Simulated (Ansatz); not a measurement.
Take GaAs in the zinc blende structure (space group F-43m, No. 216; a = 5.6594 Å) as the base.

The other end (x = 1) is AlAs in the zinc blende structure (space group F-43m, No. 216): 22.84 Å³/atom, gap 1.34 eV.

Level of theory: Ansatz (a quantum-chemistry and plane-wave program), PBEsol, PAW, cutoff 420 eV, without spin-orbit coupling, earlier PAW set.

Al replaces a fraction x of Ga; each row is one arrangement (x, atoms in the cell, starting space group or random), fully relaxed.

One change was made to it. Results:

```csv
quantity,base,after
band gap,0.42 eV,1.33 eV
volume per atom,22.66 Å³,22.80 Å³
mean first-shell distances,–,"Ga–As 2.455 Å (end compound 2.451 Å), Al–As 2.456 Å (end compound 2.457 Å)"
```

### Question
Which change produced these results?
A) x(Al) = 0.75, 8 atoms, P-4m2
B) x(Al) = 0.25, 8 atoms, Cm
C) x(Al) = 0.25, 8 atoms, P-43m
D) x(Al) = 0.333, 6 atoms, P3m1

### Answer
A, x(Al) = 0.75, 8 atoms, P-4m2. For comparison, the band gap in the other runs: x(Al) = 0.25, 8 atoms, P-43m gives 0.75 eV; x(Al) = 0.25, 8 atoms, Cm gives 0.68 eV; x(Al) = 0.333, 6 atoms, P3m1 gives 0.72 eV.

Each cell is one ordered arrangement of few atoms, which overstates ordering effects compared with a random alloy. Whether these cells are dynamically stable was not tested.
